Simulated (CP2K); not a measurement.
A user runs CP2K on Cs2ZnFeC6N6 (Fm-3m, 16 atoms in the cell) and asks whether the run is sound. The aim is a self-consistent single point with DFT PBEsol, GPW, DZVP-MOLOPT-SR-GTH basis, GTH-PBE potentials (GTH_POTENTIALS).

Cell that was meant: a = 7.3909 Å, b = 7.3909 Å, c = 7.3909 Å, α = 60.00°, β = 60.00°, γ = 60.00°.

Part of the input:

```
        SIGMA [eV] 0.02
      &END SMEAR
    &END SCF
    &XC
      &XC_FUNCTIONAL
        &PBE
          PARAMETRIZATION PBESOL
```

The program printed (abridged):

```
 GLOBAL| Method name                                                        CP2K
   [... lines left out ...]
                        No outer SCF

 Extrapolation method: initial_guess

 Number of electrons:                                                        100
 Number of occupied orbitals:                                                 50
 Number of molecular orbitals:                                                67

 Number of orbital functions:                                                235
 Number of independent orbital functions:                                    235
 SCF WAVEFUNCTION OPTIMIZATION

  Step     Update method      Time    Convergence         Total energy    Change

 *** WARNING in fm/cp_fm_elpa.F:518 :: Setting real_kernel for ELPA failed ***

     1 NoMix/Diag. 0.20E+00      -     1.74889000      -316.5315635651 -3.17E+02

 *** WARNING in fm/cp_fm_elpa.F:518 :: Setting real_kernel for ELPA failed ***

     2 Broy./Diag. 0.20E+00      -     0.65794615      -298.7474687707  1.78E+01

 *** WARNING in fm/cp_fm_elpa.F:518 :: Setting real_kernel for ELPA failed ***

     3 Broy./Diag. 0.20E+00      -     0.36810478      -315.7649745540 -1.70E+01

   [... lines left out ...]

    13 Broy./Diag. 0.20E+00      -     0.00002397      -317.5984169896 -2.00E-03

 *** WARNING in fm/cp_fm_elpa.F:518 :: Setting real_kernel for ELPA failed ***

    14 Broy./Diag. 0.20E+00      -     0.00000622      -317.5981748822  2.42E-04

 *** WARNING in fm/cp_fm_elpa.F:518 :: Setting real_kernel for ELPA failed ***

    15 Broy./Diag. 0.20E+00      -     0.00000501      -317.5983090507 -1.34E-04

 *** WARNING in fm/cp_fm_elpa.F:518 :: Setting real_kernel for ELPA failed ***

    16 Broy./Diag. 0.20E+00      -     0.00000071      -317.5983015020  7.55E-06
  *** SCF run converged in    16 steps ***

  Overlap energy of the core charge distribution:               0.00002365482129
  Self energy of the core charge distribution:               -593.99323309612566
  Core Hamiltonian energy:                                    164.75052269222815
  Hartree energy:                                             164.74742566866516
  Exchange-correlation energy:                                -53.10304042154787
  Smearing free energy correction:                             -0.00000000000000
  Fermi energy:                                                 0.23825155094765

  Total energy:                                              -317.59830150195893
  Total energy (extrapolated to sigma->0):                   -317.59830150195893

   [... lines left out ...]
 STRESS|                        x                   y                   z
 STRESS|      x       -4.65132175799E+03   2.62765184875E-01   1.82573187432E-01
 STRESS|      y        2.62765184875E-01  -4.65146575661E+03  -5.34302064337E-02
 STRESS|      z        1.82573187432E-01  -5.34302064337E-02  -4.65161748212E+03
 STRESS| 1/3 Trace                                            -4.65146833224E+03
```

**Question.** Can these results be used? Check the input.

**Answer.** The run is not sound. The fault is a single k-point for a small cell. The zone centre alone samples the bands of a small cell poorly; it suits large supercells. To fix it, use a k-point mesh or a larger supercell. The run converged in 16 iterations without an error; against the sound input the free energy goes up by 24.3 meV/atom, the pressure goes from -1.54 to -0.47 GPa and the largest force goes from 0.816 to 0.706 eV/Å. The full log also holds: “WARNING in fm/cp_fm_elpa.F:518 :: Setting real_kernel for ELPA failed”.

The sound input it was made from differs as follows (other fixes are possible):
```diff
+    &KPOINTS
+      SCHEME MONKHORST-PACK 2 2 2
+      GAMMA_CENTERED T
+    &END KPOINTS
```

With that input, the run converged in 15 iterations: free energy E − TS -8642.6783 eV; top of the valence band (on the code's own zero) 2.28 eV; gap on the k-point mesh 4.21 eV; pressure -1.54 GPa; largest force (vector length) 0.816 eV/Å (DFT PBEsol, GPW, DZVP-MOLOPT-SR-GTH basis, GTH-PBE potentials (GTH_POTENTIALS)).

On the sound input: the starting cell comes from a database of computed structures (which also holds hypothetical and non-ambient phases and stackings), without a prior relaxation at this level. Values carry the incompleteness of an atom-centred basis. The potentials were made for another functional than the one used.
